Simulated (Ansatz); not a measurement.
# A computed series for ZrSi2: pressure series

Consider ZrSi$_{2}$ (space group Cmcm, No. 63; a = 3.675 Å, b = 14.567 Å, c = 3.656 Å).

Cell and atoms are relaxed at each pressure.

All numbers come from Ansatz (an electronic-structure program), PBEsol, PAW, cutoff 420 eV, no SOC.

Notes on the quantities. enthalpy: H = E + PV relative to the base's energy.

```
case               volume per atom       enthalpy
-----------------  ---------------  -------------
base                      16.31 Å³              –
pressure −2 GPa           16.56 Å³  -0.21 eV/atom
pressure −1 GPa           16.43 Å³  -0.10 eV/atom
pressure 0.9 GPa          16.20 Å³  +0.09 eV/atom
pressure 2.1 GPa          16.06 Å³  +0.21 eV/atom
pressure 4.5 GPa          15.80 Å³  +0.45 eV/atom
pressure 9 GPa            15.36 Å³  +0.89 eV/atom
pressure 15 GPa           14.85 Å³  +1.45 eV/atom
pressure 22.5 GPa         14.31 Å³  +2.14 eV/atom
pressure 30 GPa           13.84 Å³  +2.79 eV/atom
```

Load acts through the strain it causes; cell and atoms are relaxed under it. Stability against distortions was not tested. No other phases were tried under pressure. All final runs are without spin polarisation.
